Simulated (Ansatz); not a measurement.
Functionals compared on the (211) surface of bcc Na in its 1x1 cell, outermost plane spacing 1.71 Å in the ideal cut, in Ansatz (plane waves, PAW). The structure was relaxed with PBE; the other rows are single points on it, each with its references at the same level. Cutoff 420 eV (500 eV for r2SCAN).

Model: 7-atom slab, 10.3 Å thick at the start (thin: gaps and levels are the slab's own), 10x7x1 mesh, Fermi-Dirac 0.1 eV, dipole correction, all atoms relaxed; symmetry of the start imposed; no spin, no spin-orbit, no U. These notes are the PBE run's.

```
functional  surface energy (J/m²)  work function of the top face (eV)   rough cost of the single point
----------  ---------------------  ----------------------------------  -------------------------------
PBE                          0.23                                2.74                                –
LDA                          0.26                                2.86     very roughly 50 core-seconds
PBEsol                        ___                                 ___          roughly 40 core-seconds
RPBE                         0.21                                2.67          roughly 40 core-seconds
r2SCAN                       0.26                                2.74  around 100 core-seconds (rough)
```

Question: What belongs in the gaps?

Answer: 
- PBEsol, surface energy (J/m²): 0.25
- PBEsol, work function of the top face (eV): 2.75

Ansatz is a quantum-chemistry and plane-wave program.
